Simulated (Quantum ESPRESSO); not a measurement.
# Cost against accuracy: K_POINTS for Si₃N₄ (P6_3/m, 14 atoms in the cell)

Cell: a = 7.5743 Å, b = 7.5743 Å, c = 2.8945 Å, α = 90.00°, β = 90.00°, γ = 120.00°.

Method of the run: PBE, GBRV 1.5 ultrasoft (PBE) pseudopotentials (plane waves; Quantum ESPRESSO).

Base settings: ecutwfc = 40 Ry; ecutrho = 200 Ry; occupations = smearing; smearing = gauss; degauss = 0.0099958 Ry; potentials = {Si: si_pbe_v1.uspp.F.UPF, N: n_pbe_v1.2.uspp.F.UPF}; K_POINTS = automatic 3 3 6 0 0 0; conv_thr = 1e-09 Ry.

Misses are taken against the tightest run, automatic 12 12 28 0 0 0, which need not be fully converged itself. The energy is the free energy per atom.

The count of work is k-points × plane waves × bands × iterations; it is no time, and leaves out set-up, grids and terms that scale otherwise. Core times come from one kind of shared machine and are given to one figure; runs under 30 s give none.

The starting cell comes from a database of published, mostly measured structures (it also holds non-ambient and calculated ones), without a prior relaxation at this level. Its lattice was rescaled by a random factor within 2.5 % of one. In the base run, with a pressure of about 10 GPa the cell is away from its equilibrium volume at this level. In the base run, forces exceed 1 eV/Å.

```tsv
K_POINTS	energy less reference (meV/atom)	pressure less reference (GPa)	largest difference in the force on any atom (eV/Å)	count of work / reference	core time / reference (rough)
automatic 1 1 1 0 0 0	1263.85	6.43	2.469	0.0024	–
automatic 1 1 2 0 0 0	144.89	0.12	0.584	0.0051	–
automatic 2 2 3 0 0 0	20.24	0.05	0.094	0.0086	0.02
automatic 2 2 4 0 0 0	3.95	-0.02	0.026	0.015	0.04
automatic 3 3 5 0 0 0	0.64	0.00	0.005	0.020	0.04
automatic 3 3 6 0 0 0	0.14	0.00	0.001	0.028	0.04
automatic 4 4 8 0 0 0	0.01	0.00	0.000	0.047	0.07
automatic 4 4 9 0 0 0	0.00	0.00	0.000	0.051	0.06
automatic 5 5 11 0 0 0	0.00	0.00	0.000	0.077	0.08
automatic 6 6 13 0 0 0	0.00	0.00	0.000	0.14	0.2
automatic 7 7 15 0 0 0	0.00	0.00	0.000	0.18	0.2
automatic 8 8 18 0 0 0	0.00	0.00	0.000	0.31	0.3
automatic 10 10 22 0 0 0	0.00	0.00	0.000	0.56	0.6
automatic 12 12 28 0 0 0	0.00	0.00	0.000	1.0	1
```

Coarsest setting among those run that, with all tighter ones, holds the energy within 10 meV/atom of the reference: automatic 2 2 4 0 0 0, off by 4.0 meV/atom; it needs 0.015 of the reference's count of work and about 0.04 of the reference's time.

The step from automatic 2 2 3 0 0 0 to automatic 4 4 8 0 0 0: it takes the miss in the energy from 20 to 0.01 meV/atom, for 5.5 times the count of work and roughly 3 times the time.
